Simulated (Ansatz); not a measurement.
The starting structures come from a database of crystals and need not be the phases stable at ambient conditions.

 Where the default PAW files enter, the runs use the earlier of Ansatz's two default sets.

**Evanescent states of K3YV2O8 (P-3m1, not sure to be the ambient phase, 14 atoms a cell, 17.5 Å³ an atom, -5 GPa at this level) along the normal of (001)**

Method: r2SCAN (plane waves, PAW; Ansatz, an electronic-structure program).

The gap is the functional's own, uncorrected, and κ follows it; spin-orbit coupling is left out. Mid-gap values are interpolated between the computed energies.

Energies count from the valence-band top; κ is the least over a 6×6 mesh across the current.

```
E (eV)  κ (1/Å)  where
------  -------  -----
0.09      0.236  off Γ
0.26      0.378  off Γ
0.42      0.459  off Γ
0.59      0.514  off Γ
0.77      0.548  off Γ
0.94      0.571      Γ
1.10      0.575      Γ
1.27      0.578      Γ
1.45      0.579      Γ
1.61      0.577      Γ
1.78      0.572      Γ
1.96      0.566      Γ
2.12      0.558      Γ
2.29      0.548      Γ
2.46      0.534      Γ
2.63      0.517      Γ
2.81      0.494      Γ
2.98      0.464      Γ
3.15      0.422      Γ
3.31      0.361      Γ
3.48      0.249      Γ
```

**Question.** How thick must the barrier be to attenuate the transmission by 10^6 when the electrodes' Fermi level lies at 3.15 eV, and what attenuation does that film give at 3.31 eV?

**Answer.** d = 6 ln 10 / (2 × 0.422) = 16.4 Å. At 3.31 eV it gives 6 × 0.361/0.422 = 5.1 decades.
